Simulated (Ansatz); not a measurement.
# Carrier properties of YN (Fm-3m)

Data:

```yaml
crystal:
  lattice:
    - [0.00000, 2.42815, 2.42815]
    - [2.42815, 0.00000, 2.42815]
    - [2.42815, 2.42815, 0.00000]
  atoms:
    - { symbol: Y, position: [0.00000, 0.00000, 0.00000] }
    - { symbol: N, position: [0.50000, 0.50000, 0.50000] }
```

Method: r2SCAN, rigid bands (plane waves, PAW, scalar-relativistic; Ansatz, a quantum-chemistry and plane-wave program). Cell: cell and atoms relaxed with PBEsol.

| Item | Result |
|---|---|
| band gap | 0.54 eV |
| electron conductivity mass (300 K, dilute) | 0.22 mₑ |
| hole conductivity mass (300 K, dilute) | 0.51 mₑ |
| effective density of states N_c (300 K) | 1.2e19 cm⁻³ |
| effective density of states N_v (300 K) | 3.8e19 cm⁻³ |
| density-of-states mass, electrons | 0.63 mₑ |
| density-of-states mass, holes | 1.31 mₑ |
| Seebeck coefficient, n-type 1e19 cm⁻³, 300 K | -238 μV/K |
| best n-type power factor at 300 K for τ = 10 fs (best axis; densities from 1e16 to 1e21 cm⁻³ tried, whether or not they can be reached) | 9.1 μW/(cm·K²) at 3e19 cm⁻³ |
| Seebeck coefficient, p-type 1e19 cm⁻³, 300 K | 329 μV/K |
| best p-type power factor at 300 K for τ = 10 fs (best axis; densities from 1e16 to 1e21 cm⁻³ tried, whether or not they can be reached) | 12.0 μW/(cm·K²) at 1e20 cm⁻³ |

Rigid bands; masses and Seebeck coefficients take one relaxation time τ for all states and one kind of carrier; polarons and phonon drag are left out. Spin-orbit coupling is left out; where it splits the top of the valence band, N_v and the p-type Seebeck coefficient come out somewhat high without it. Geometry: cell and atoms relaxed with PBEsol.
